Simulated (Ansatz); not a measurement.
How the equilibrium lattice constant a of GeSe (model structure, started from the NiAs type, P6₃/mmc, No. 194, 4 atoms in the cell) moves with the method

No measured value is used here.

Task: Put these levels in order of the equilibrium lattice constant a that they give for GeSe (model structure, started from the NiAs type, P6₃/mmc, No. 194, 4 atoms in the cell), smallest first: LDA (Ansatz, a program for electronic structure), PBE (Ansatz), PBE-D3(BJ) (Ansatz), PBEsol (Ansatz).

Result: LDA (3.803 Å), PBEsol (3.840 Å), PBE-D3(BJ) (3.857 Å), PBE (3.935 Å)

PBE-D3(BJ): a distance lies near a switch of the dispersion term, which can move the cell. Ansatz's density-functional and Hartree–Fock values are scalar-relativistic unless marked +SOC, with PAW data made under PBE.

A model structure was made by putting elements into a prototype or built by hand; it is no filed structure, need not be a known phase, and can be a saddle point held by its symmetry.
